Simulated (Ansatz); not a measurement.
The cell is built on a prototype and need not be the phase stable at ambient conditions.

Inside the gap of an insulator the Bloch states are evanescent, with a wavenumber k + iκ along the transport direction.

Data:

```
SnO2
1.0
    4.76105     0.00000     0.00000
    0.00000     5.78851     0.00000
    0.00000     0.00000     5.27904
Sn O
4 8
Direct
  0.75000   0.08388   0.28533
  0.25000   0.91612   0.78533
  0.25000   0.58388   0.28533
  0.75000   0.41612   0.78533
  0.98140   0.35570   0.11294
  0.01860   0.64430   0.61294
  0.01860   0.85570   0.11294
  0.98140   0.14430   0.61294
  0.51860   0.14430   0.95773
  0.48140   0.85570   0.45773
  0.48140   0.64430   0.95773
  0.51860   0.35570   0.45773
```

Space group of this cell: Pbcn. The cell was relaxed by PBE-D3(BJ); by r2SCAN its mean pressure is -4.9 GPa.

Transport runs along the normal of the first two printed cell vectors.

The gap is the functional's own. No spin-orbit coupling. Mid-gap values are interpolated on the energy grid.

Question: Compute, with r2SCAN in Ansatz (a quantum-chemistry and plane-wave program), the band gap and the smallest decay constant κ at mid-gap.

Answer: Gap 1.82 eV on a 6×6×6 mesh; κ = 0.176 1/Å, at the zone centre.
